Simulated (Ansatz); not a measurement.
For ZrSe2 (model structure, started from the rutile type, P4₂/mnm, No. 136, 6 atoms in the cell), PBE (plane waves, PAW; Ansatz, an electronic-structure program) gives:

```
Quantity                                 Value
------------------------------  --------------
equilibrium lattice constant a         6.497 Å
lattice parameter c                    3.833 Å
enthalpy of formation           -1.209 eV/atom
```

Q: What does PBE-D3(BJ) (Ansatz, plane waves, PAW) give for the same quantities?

A: 
- lattice constant a: 6.417 Å (decreases by 1.2 %)
- lattice parameter c: 3.795 Å (drops by 1.0 %)
- formation enthalpy: -1.183 eV/atom (moves by +0.026 eV/atom)

Changes are worked out from the printed values.

Unless a cell is named, each level is at its own relaxed cell (PBE 26.96, PBE-D3(BJ) 26.05 Å³/atom).

Ansatz's density-functional and Hartree–Fock values are scalar-relativistic unless marked +SOC, with PAW data made under PBE.

A model structure was made by putting elements into a prototype or built by hand; it is no filed structure, need not be a known phase, and can be a saddle point held by its symmetry.
